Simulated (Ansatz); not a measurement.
An Ansatz (a program for electronic structure) input (Ansatz, r2SCAN, PAW, cutoff 500 eV, no spin-orbit coupling):

Ansatz 0.2 input:
```yaml
crystal:
  lattice:
    - [4.1898399768, 0, 0]
    - [0, 4.1898399768, 0]
    - [0, 0, 4.1898399768]
  atoms:
    - { symbol: Mg, position: [0, 0.5, 0.5] }
    - { symbol: Mg, position: [0.5, 0, 0.5] }
    - { symbol: Mg, position: [0.5, 0.5, 0] }
    - { symbol: Si, position: [0, 0, 0] }
    - { symbol: O, position: [0.5, 0.5, 0.5] }
basis: { ecutwfc: 500, ecutrho_ratio: 4, xc_grid: 4, fft_grid_basis: typed }
kpoints: { mp_grid: { grid: [11, 11, 11] } }
hamiltonian:
  xc: r2scan
  dispersion: none
  pseudopotentials: { kind: paw }
scf: { occupations: { method: fermi_dirac, width: 0.05 }, convergence: { dr2_threshold: 0.0000000005 } }
output: { forces: true, stress: true }
checkpoint: { write: state.ck, write_every: 1000 }
```

**Question.** Which symmetry and how many k-points will the program report, and about how many plane waves at Γ?

**Answer.** Space group Pm-3m (ITA 221) with 48 operations, k-points 56 of 1331, and 1863 plane waves at Γ.

**Question.** And the final pressure?

**Answer.** -0.43 GPa (compression positive).

Single points use the geometry relaxed with PBEsol. Whether these cells are dynamically stable was not tested. All final runs are without spin polarisation. The cell is Mg$_{3}$SiO in the anti-perovskite structure (space group Pm-3m, No. 221; a hypothetical phase, not in the database extracts checked).
